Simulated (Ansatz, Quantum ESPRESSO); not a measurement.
# ZnGe₃ (Pm-3m, 4 atoms in the cell) computed with different codes at matched settings

Self-consistent single point.

```
ZnGe3
1.0
    4.22236     0.00000     0.00000
    0.00000     4.22236     0.00000
    0.00000     0.00000     4.22236
Zn Ge
1 3
Cartesian
  0.00000   0.00000   0.00000
  0.00000   2.11118   2.11118
  2.11118   0.00000   2.11118
  2.11118   2.11118   0.00000
```

Shared settings, as Ansatz (an electronic-structure program) writes them: kpoints.mp_grid.grid = 10 10 10; magnetization.spin_orbit = true; scf.occupations.method = gaussian; scf.occupations.width = 0.136 eV. Potentials and cutoffs stand in the table.

```csv
code,model,pressure (GPa),cutoff
Quantum ESPRESSO,"PBEsol, spin-orbit coupling, PSlibrary fully relativistic ultrasoft (PBE) pseudopotentials",-4.57,50 Ry
Ansatz,"PBEsol with spin-orbit coupling, PAW files made with PBE",-4.26,420 eV
```

The spread over the programs that give each value: pressure within 0.31 GPa.

Ansatz's pressure is given at a fixed set of plane waves, as the other plane-wave codes print theirs; with its correction for the finite basis it is -4.20 GPa.

The starting cell comes from a database of computed structures (which also holds hypothetical and non-ambient phases and stackings), without a prior relaxation at this level.

Left out of this page: Elk and SIESTA (not drawn, or without a comparable value).

Keys are those of Ansatz 0.2.
